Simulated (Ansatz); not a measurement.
Structure of amorphous Si₁₈Na₆K₆O₄₂ (periodic cell):

```xyz
72
Lattice="10.8555 -0.1828 -0.1129 -0.1828 11.2274 0.3313 -0.1129 0.3313 10.1057" Properties=species:S:1:pos:R:3 pbc="T T T"
Si     3.3323     2.2620     6.0044
Si     8.6469     2.6916     0.6734
Si     0.7813     1.0739     5.0322
Si     7.0048     0.1983     0.0499
Si     8.6806     7.0639     6.1321
Si    10.6436     2.6830     2.6557
Si     1.6264     1.4944     0.7918
Si     6.2716     3.2095     9.1188
Si     4.5917     4.7361     7.1598
Si     1.0153     5.6614     1.9377
Si     6.0262     8.0938     4.6856
Si     7.1209     6.9987     2.1103
Si     7.4945     4.1869     6.5227
Si     0.3854     4.3151     9.5072
Si     3.7994     7.8526     6.9101
Si     9.2991     6.7492     3.0675
Si     3.2038     1.0703     3.2930
Si     5.7956    11.0304     3.3627
Na    10.4388     3.5236     6.1608
Na     8.6516     1.1801     4.7351
Na     0.3340     9.4142     6.5824
Na     0.6464     6.8299     7.7319
Na     2.9147     4.6227     4.0192
Na     6.5615     8.4986     8.9930
K      9.8285    10.0517     0.4306
K      6.0967    11.0349     6.8949
K      3.4408    11.0357     9.1521
K      4.0659     6.0890     0.1539
K      2.5062     8.5436     3.7710
K      6.5820     3.5568     3.3884
O      9.5152     6.7899     4.6812
O      1.4965     3.1809     9.9612
O      7.1059    10.6276     9.4558
O      8.1136     5.6868     2.5867
O     -0.1147     6.7781     2.4395
O      1.7073     1.9174     6.1099
O      8.4501     8.0489     2.4305
O      0.2972     1.6768     1.7954
O      1.8494     0.3719     3.9505
O      6.4278     6.9567     0.7122
O      3.4192     3.8987     6.3603
O      4.5759     7.8589     5.3941
O      8.2316     3.3116     5.4343
O      8.2803     5.6048     6.7881
O      8.3726     1.0852     0.4654
O      6.7057     1.0073     3.7361
O      2.9214     1.7376     1.8372
O      4.5401     8.8002     7.9642
O      9.5981     7.8730     7.1324
O      5.9099     4.6347     6.1818
O      6.1450     9.6329     4.1764
O      9.7344     3.5990     9.8681
O      0.8228     5.3673     0.3285
O      2.4689     6.1422     2.3729
O      5.8427     1.6724     9.4913
O      9.0676     2.9339     2.2594
O     -0.0792     2.3345     4.3035
O      0.4521     4.6887     7.9846
O      7.2529     7.8247     5.7306
O      7.3626     3.2937     7.9165
O      1.5984     0.0826     0.0903
O      7.1897     3.4344     0.3673
O      4.9731     4.1242     8.6724
O      4.2816     1.3171     6.8031
O      6.0961    10.8451     1.7464
O      4.0417     6.2315     7.4271
O      6.0360     7.1170     3.3695
O      3.6152     2.3163     4.3112
O      0.6652     4.2450     2.7622
O     10.3720    11.1450     5.8392
O      2.2302     8.0813     6.6105
O      4.1163    11.1027     3.4961
```

Method: PBE, scalar-relativistic without spin-orbit coupling (plane waves to 420 eV, PAW; Ansatz, a first-principles code).

Preparation: random packing, a CHGNet melt and quench, and a DFT relaxation. O atoms were pushed apart under 1.9 Å during the dynamics, to hinder bonds among them. The hot cell started wider than the set density and was brought back towards it in steps. It is the lowest in DFT energy of 2 quenches. It is a model cell: composition and starting density were chosen by hand, and all elements were melted together. No dispersion term was used. Its density started from a set value of 2.34 and ended at 2.09 g/cm³. Cooling (nominally 260 K/ps over its main leg) ran many orders faster than in experiment, which tends to leave more defects and strain. A cell of this size samples the disorder only roughly. Volume and shape were free in the relaxation.

Neighbours within Si-Si 2.60 Å, Si-Na 3.05 Å, Si-K 3.45 Å, Si-O 1.92 Å, Na-Na 3.65 Å, Na-K 4.06 Å, Na-O 3.20 Å, K-K 4.47 Å, K-O 3.50 Å, O-O 1.58 Å count as bonded. Two cations that share two anions don't count as bonded, nor two that share one unless they lie closer than Si-Si 2.38 Å, Si-Na 2.96 Å, Si-K 3.36 Å, Na-Na 3.55 Å, Na-K 3.95 Å, K-K 4.34 Å.

Question: Give the coordination numbers, mean bond lengths and angles.

Answer: 
```yaml
Mean coordination of Si by anions: 4.00 (18 with 4)
Mean coordination of Na by anions: 4.00 (2 with 3, 2 with 4, 2 with 5); 3 close contacts or bonds to cations besides
Mean coordination of K by anions: 5.67 (1 with 4, 1 with 5, 3 with 6, 1 with 7); 3 close contacts or bonds to cations besides
Mean coordination of O: 3.10 (8 with 2, 23 with 3, 10 with 4, 1 with 5)
Mean Si-O bond: 1.647 Å (spread 0.039 Å, 72 counted)
Mean K-O bond: 2.934 Å (spread 0.270 Å, 34 counted)
Mean Na-O bond: 2.420 Å (spread 0.268 Å, 24 counted)
Mean Na-K close contact: 3.608 Å (spread 0.238 Å, 3 counted)
Bond angle at Si: mean 109.3°, spread 5.3°
Bond angle at Na: mean 105.0°, spread 31.1°
Bond angle at K: mean 99.5°, spread 32.6°
Bond angle at O: mean 113.5°, spread 22.4°
```

Question: List the pairs of like atoms that count as bonded by the rules above.

Answer: There are none by these rules.
